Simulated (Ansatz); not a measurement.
Take InAs in the zinc blende structure (space group F-43m, No. 216; a = 6.0873 Å) as the base. Axes: x, y, z lie along the cube axes.

Structures relaxed with DFT with PBEsol, PAW potentials and a 420 eV plane-wave cutoff in Ansatz (a quantum-chemistry and plane-wave program), no spin-orbit coupling.

Base:

Simulated powder pattern, Cu Kα1, λ = 1.54056 Å (kinematic, ideal powder, no thermal factors, no anomalous dispersion; the 14 strongest lines at most, above 2 %, up to 2θ = 90°):

| 2θ (°) | I/Imax (%) | hkl |
|---|---|---|
| 25.32 | 100 | (111) |
| 29.32 | 4.1 | (200) |
| 41.94 | 74 | (220) |
| 49.63 | 47 | (311) |
| 60.82 | 12 | (400) |
| 66.95 | 19 | (331) |
| 76.62 | 24 | (422) |
| 82.22 | 14 | (333) |

After one change:

Simulated powder pattern, Cu Kα1, λ = 1.54056 Å (kinematic, ideal powder, no thermal factors, no anomalous dispersion; the 14 strongest lines at most, above 2 %, up to 2θ = 90°):

```tsv
2θ (°)	I/Imax (%)
25.06	100
25.52	34
41.40	51
41.99	49
49.01	16
49.27	33
49.79	14
60.44	16
66.04	13
67.33	6.5
75.51	8.3
75.91	16
77.13	7.8
81.22	7.3
```

Task: Name the change that was made.
(A) biaxial strain −1.67 %, plane normal [111], relaxed out of plane
(B) biaxial strain +1.25 %, plane normal [111], relaxed out of plane
(C) biaxial strain +1.67 %, plane normal [111], relaxed out of plane
(D) biaxial strain −2.08 %, plane normal [111], relaxed out of plane

Result: B, biaxial strain +1.25 %, plane normal [111], relaxed out of plane. Its volume per atom is 28.68 Å³ against 28.20 Å³, and its space group is R3m (No. 160).

Stability against distortions was not tested. The final runs are not spin-polarised.
